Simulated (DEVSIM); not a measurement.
Device: isotype n-n heterojunction GaP/Si, at 300 K.

```
layer (left to right)  material  thickness (μm)  Nd (cm⁻³)  τn (s)  τp (s)
---------------------  --------  --------------  ---------  ------  ------
1                           GaP           0.110     3.6e16  2.2e-7  2.2e-7
2                            Si           0.370     3.9e15  2.2e-7  2.2e-7
```

Left contact: ohmic. Right contact: ohmic. Voltage is applied to the left contact. Recombination: SRH at mid-gap, radiative. Mobility is μmin + (μ − μmin)/(1 + (N/Nref)^α).

The device is made up for the run: typed textbook-type constants, with dimensions and the other settings drawn at random. Values at 300 K.

```
parameter         GaP       Si
-------------  ------  -------
gap (eV)         2.26    1.124
affinity (eV)     3.8     4.05
permittivity     11.1     11.7
Nc (cm⁻³)      1.8e19  2.86e19
Nv (cm⁻³)      1.9e19   3.1e19
μn (cm²/Vs)       250     1417
μp (cm²/Vs)       150      470
μn,min             10       52
μp,min             10       45
Nref,n         4.4e18   9.7e16
Nref,p           1e18   2.2e17
αn                0.8     0.68
αp               0.85     0.72
B (cm³/s)       1e-13  4.7e-15
```

Simulated with DEVSIM: 1D drift-diffusion, Boltzmann statistics, complete ionisation; no tunnelling, impact ionisation, image-force lowering or self-heating. Band offsets follow the typed affinities; no thermionic-emission limit at abrupt steps, no polarisation charge.

Q: Tabulate band edges, carrier densities and field at 1.15 V on the left contact.

A: Energies count from the Fermi level of the right contact; mesh points crowd at the junctions.

```json
[
 {"x (μm)": "0.000", "Ec (eV)": "-0.989", "Ev (eV)": "-3.249", "n (cm⁻³)": "3.6e16", "p (cm⁻³)": "< 1e2", "field (V/cm)": "86000"},
 {"x (μm)": "0.003606", "Ec (eV)": "-0.958", "Ev (eV)": "-3.218", "n (cm⁻³)": "1.1e16", "p (cm⁻³)": "< 1e2", "field (V/cm)": "87000"},
 {"x (μm)": "0.009128", "Ec (eV)": "-0.909", "Ev (eV)": "-3.169", "n (cm⁻³)": "1.8e15", "p (cm⁻³)": "< 1e2", "field (V/cm)": "90000"},
 {"x (μm)": "0.01897", "Ec (eV)": "-0.818", "Ev (eV)": "-3.078", "n (cm⁻³)": "2.1e14", "p (cm⁻³)": "< 1e2", "field (V/cm)": "96000"},
 {"x (μm)": "0.04386", "Ec (eV)": "-0.562", "Ev (eV)": "-2.822", "n (cm⁻³)": "1.4e14", "p (cm⁻³)": "< 1e2", "field (V/cm)": "110000"},
 {"x (μm)": "0.06881", "Ec (eV)": "-0.269", "Ev (eV)": "-2.529", "n (cm⁻³)": "1.2e14", "p (cm⁻³)": "< 1e2", "field (V/cm)": "120000"},
 {"x (μm)": "0.08767", "Ec (eV)": "-0.024", "Ev (eV)": "-2.284", "n (cm⁻³)": "1.1e14", "p (cm⁻³)": "< 1e2", "field (V/cm)": "140000"},
 {"x (μm)": "0.1011", "Ec (eV)": "0.164", "Ev (eV)": "-2.096", "n (cm⁻³)": "1.1e14", "p (cm⁻³)": "< 1e2", "field (V/cm)": "140000"},
 {"x (μm)": "0.1069", "Ec (eV)": "0.247", "Ev (eV)": "-2.013", "n (cm⁻³)": "1.0e14", "p (cm⁻³)": "< 1e2", "field (V/cm)": "150000"},
 {"x (μm)": "0.1102", "Ec (eV)": "0.046", "Ev (eV)": "-1.078", "n (cm⁻³)": "2.2e18", "p (cm⁻³)": "< 1e2", "field (V/cm)": "130000"},
 {"x (μm)": "0.1140", "Ec (eV)": "0.081", "Ev (eV)": "-1.043", "n (cm⁻³)": "5.7e17", "p (cm⁻³)": "< 1e2", "field (V/cm)": "66000"},
 {"x (μm)": "0.1234", "Ec (eV)": "0.121", "Ev (eV)": "-1.003", "n (cm⁻³)": "1.2e17", "p (cm⁻³)": "440", "field (V/cm)": "29000"},
 {"x (μm)": "0.1370", "Ec (eV)": "0.150", "Ev (eV)": "-0.974", "n (cm⁻³)": "4.1e16", "p (cm⁻³)": "1300", "field (V/cm)": "15000"},
 {"x (μm)": "0.1586", "Ec (eV)": "0.173", "Ev (eV)": "-0.951", "n (cm⁻³)": "1.7e16", "p (cm⁻³)": "3300", "field (V/cm)": "7900"},
 {"x (μm)": "0.2190", "Ec (eV)": "0.200", "Ev (eV)": "-0.924", "n (cm⁻³)": "6.2e15", "p (cm⁻³)": "9400", "field (V/cm)": "2600"},
 {"x (μm)": "0.2950", "Ec (eV)": "0.214", "Ev (eV)": "-0.910", "n (cm⁻³)": "4.4e15", "p (cm⁻³)": "16000", "field (V/cm)": "1200"},
 {"x (μm)": "0.3760", "Ec (eV)": "0.222", "Ev (eV)": "-0.902", "n (cm⁻³)": "4.0e15", "p (cm⁻³)": "22000", "field (V/cm)": "870"},
 {"x (μm)": "0.4225", "Ec (eV)": "0.226", "Ev (eV)": "-0.898", "n (cm⁻³)": "3.9e15", "p (cm⁻³)": "25000", "field (V/cm)": "810"},
 {"x (μm)": "0.4544", "Ec (eV)": "0.228", "Ev (eV)": "-0.896", "n (cm⁻³)": "3.9e15", "p (cm⁻³)": "28000", "field (V/cm)": "790"},
 {"x (μm)": "0.4674", "Ec (eV)": "0.229", "Ev (eV)": "-0.895", "n (cm⁻³)": "3.9e15", "p (cm⁻³)": "29000", "field (V/cm)": "790"},
 {"x (μm)": "0.4749", "Ec (eV)": "0.230", "Ev (eV)": "-0.894", "n (cm⁻³)": "3.9e15", "p (cm⁻³)": "29000", "field (V/cm)": "790"},
 {"x (μm)": "0.4800", "Ec (eV)": "0.230", "Ev (eV)": "-0.894", "n (cm⁻³)": "3.9e15", "p (cm⁻³)": "30000", "field (V/cm)": "790"}
]
```
